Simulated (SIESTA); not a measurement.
Band structure of InSb (F-43m, 2 atoms in the cell).

```
CELL_PARAMETERS angstrom
      0.00000     3.34679     3.34679
      3.34679     0.00000     3.34679
      3.34679     3.34679     0.00000
ATOMIC_POSITIONS crystal
  In 0.00000 0.00000 0.00000
  Sb 0.25000 0.25000 0.25000
```

Computed with GGA PBE, numerical atomic orbitals DZP, PseudoDojo PBE standard norm-conserving potentials (rewritten from UPF to PSML) run with SIESTA 5.4.2.

Settings: XC.functional = GGA; XC.authors = PBE; potentials = PseudoDojo PBE standard; PAO.BasisSize = DZP; PAO.EnergyShift = 0.005 Ry; MeshCutoff = 350 Ry; kgrid.MonkhorstPack = 9 9 9; OccupationFunction = FD; ElectronicTemperature = 1160.45 K; MaxSCFIterations = 150; SCF.Mixer.Method = Pulay; SCF.Mixer.Weight = 0.25; SCF.Mixer.History = 6; SCF.DM.Tolerance = 1.0E-05.

The starting cell comes from a database of computed structures (which also holds hypothetical and non-ambient phases and stackings), without a prior relaxation at this level. Its lattice was rescaled by a random factor within 2.5 % of one. Spin-orbit coupling is off. Values carry the incompleteness of an atom-centred basis. The run gives no clean gap (levels at the Fermi energy touch, overlap or are partly filled at this smearing), which alone does not show that the compound is a metal.

Levels in eV from the Fermi level, bands 11 to 16:
| point | 11 | 12 | 13 | 14 | 15 | 16 |
|---|---|---|---|---|---|---|
| Γ | -10.31 | -0.87 | -0.16 | -0.16 | -0.16 | 2.91 |
| X | -8.72 | -5.72 | -2.15 | -2.15 | 1.29 | 1.35 |
| W | -8.70 | -5.63 | -2.66 | -2.53 | 3.05 | 3.88 |
| K | -8.76 | -5.60 | -2.88 | -1.84 | 1.56 | 3.45 |
| L | -9.21 | -5.40 | -1.05 | -1.05 | 0.24 | 3.77 |
| U | -8.76 | -5.60 | -2.88 | -1.84 | 1.56 | 3.45 |

Bands cross the Fermi level along this path, so the cell is metallic at this level.

Higher empty bands are left out: an atom-centred basis made for the valence describes them poorly.
